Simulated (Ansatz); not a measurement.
## ZnO (space group Pm-3n, No. 223; a hypothetical phase, not in the database extracts checked)

```cif
data_O6Zn6
_chemical_formula_sum 'Zn6 O6'
_space_group_name_H-M_alt 'Pm-3n'
_space_group_IT_number 223
_space_group_name_Hall '-P 4n 2 3'
_cell_length_a 5.57696
_cell_length_b 5.57696
_cell_length_c 5.57696
_cell_angle_alpha 90.000
_cell_angle_beta 90.000
_cell_angle_gamma 90.000
loop_
_atom_site_label
_atom_site_type_symbol
_atom_site_symmetry_multiplicity
_atom_site_Wyckoff_symbol
_atom_site_fract_x
_atom_site_fract_y
_atom_site_fract_z
_atom_site_occupancy
Zn1 Zn 6 c 0.00000 0.50000 0.25000 1
O1 O 6 d 0.00000 0.25000 0.50000 1
```

Method: Kohn–Sham DFT with the PBEsol functional, run in Ansatz (a program for electronic structure) with PAW and 420 eV plane waves, without spin-orbit coupling. Settings: 5×5×5 k-points, 0.05 eV Fermi–Dirac smearing.

- Volume per atom: 14.45 Å³
- Density: 4.68 g/cm³
- Band gap: 1.02 eV, direct at Γ
- Electron mass: 0.21 mₑ
- Lowest conduction-band minima above the VBM: Γ 1.02 eV
- Total energy: -1920.976 eV/atom (σ→0; compares only within this code and set-up)

Masses are band curvatures over ±0.01 Å⁻¹ around the edge. Stability against distortions was not tested.
